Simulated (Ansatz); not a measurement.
The reference is GaN (space group P-6m2, No. 187; a = 2.940 Å, c = 2.655 Å; a hypothetical phase, not in the database extracts checked).

Computed with PBEsol in Ansatz (plane waves to 420 eV, PAW, no SOC).

One change was made to it. Results:

```tsv
quantity	base	after
lattice parameter a	2.940 Å	2.913 Å
c/a ratio	0.903	0.906
```

Q: Name the change that was made.
(A) pressure −2 GPa
(B) pressure 5 GPa
(C) pressure 0.3 GPa
(D) pressure −1 GPa
(E) pressure 1.5 GPa

A: B, pressure 5 GPa. For comparison, the lattice parameter a in the other runs: pressure 1.5 GPa gives 2.931 Å; pressure −1 GPa gives 2.946 Å; pressure 0.3 GPa gives 2.938 Å; pressure −2 GPa gives 2.952 Å.

Load acts through the strain it causes; cell and atoms are relaxed under it. Whether these cells are dynamically stable was not tested. Competing high-pressure phases were not computed. All final runs are without spin polarisation.

Ansatz is a first-principles code.
